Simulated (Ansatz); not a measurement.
CrAlSi (model structure, started from the MnAlGe type, P4/nmm, No. 129, 6 atoms in the cell), treated with LDA in Ansatz (PAW).

Numerical settings: plane-wave cutoff 520 eV, 14×14×10 k mesh (along the axes of the cell as run), Fermi–Dirac smearing 0.05 eV, spin-polarised with parallel moments, scalar-relativistic PAW data made under PBE.

Cell (relaxed at this level):

```cif
data_Al2Cr2Si2
_chemical_formula_sum 'Cr2 Al2 Si2'
_space_group_name_H-M_alt 'P 1'
_space_group_IT_number 1
_cell_length_a 3.77225
_cell_length_b 3.77225
_cell_length_c 5.79058
_cell_angle_alpha 90.000
_cell_angle_beta 90.000
_cell_angle_gamma 90.000
loop_
_space_group_symop_operation_xyz
  'x, y, z'
loop_
_atom_site_label
_atom_site_type_symbol
_atom_site_fract_x
_atom_site_fract_y
_atom_site_fract_z
_atom_site_occupancy
Cr1 Cr 0.50000 0.50000 0.00000 1
Cr2 Cr 0.00000 0.00000 0.00000 1
Al1 Al 0.00000 0.50000 0.68980 1
Al2 Al 0.50000 0.00000 0.31020 1
Si1 Si 0.50000 0.00000 0.73911 1
Si2 Si 0.00000 0.50000 0.26089 1
```
Starting moments (μB, in the order of the record's atoms Cr Cr Al Al Si Si): 4.0 4.0 0.0 0.0 0.0 0.0.

**Question.** Give the computed bulk modulus.

**Answer.** 
* **bulk modulus**: 143 GPa

The run finds no gap.

Note: the magnetic order was assumed, not searched for or taken from measurement; the bulk modulus is −V dP/dV from two relaxed cells at ±2 % in volume; the moments ended far under their starting size, a low-moment state that need not be the lowest; the relaxation could raise the start's symmetry but not lower it, so the cell can be a saddle point.

Computed values are for the static lattice.

A model structure was made by putting elements into a prototype or built by hand; it is no filed structure, need not be a known phase, and can be a saddle point held by its symmetry.

Ansatz is a program for electronic structure.
